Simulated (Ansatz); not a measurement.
N vacancy (broken-bond start) in zinc-blende BN (start: the N site; a neighbour pushed 0.95 Å away from the vacancy; 64-site cell, 2×2×2 shifted sampling). These are PBE, PAW (plane waves to 420 eV; Ansatz, a quantum-chemistry and plane-wave program) values and carry that method's errors. Total energies of the localised charge states, counted from that of charge +1, and their image corrections (point charge with alignment); the host's valence-band maximum lies at 11.049 eV on the cells' energy zero and its gap is 4.46 eV.

```json
[
 {"charge": "+1", "moment (μB)": "not spin-polarised", "E − E(first) (eV)": "0.000", "correction (eV)": "0.023"},
 {"charge": "0", "moment (μB)": "1.0", "E − E(first) (eV)": "14.824", "correction (eV)": "0.000"}
]
```

Problem. Derive the transition levels above the valence-band maximum and say which of them are thermodynamic.

Solution. A level is the Fermi energy at which two charges have equal formation energy: ε(q/q′) = [E(q′) + corr(q′) − E(q) − corr(q)] / (q − q′) − E_VBM.
ε(+1/0) = [(14.824 + 0.000) − (0.000 + 0.023)] / 1 − 11.049 = 3.75 eV
Thermodynamic levels at least 0.1 eV inside the gap: (+1/0) at 3.75 eV. They hold to tenths of an eV in this cell. Only the charges listed were compared. Charge +2 has its level within 0.1 eV of a band edge or past it. The geometries come from one start.
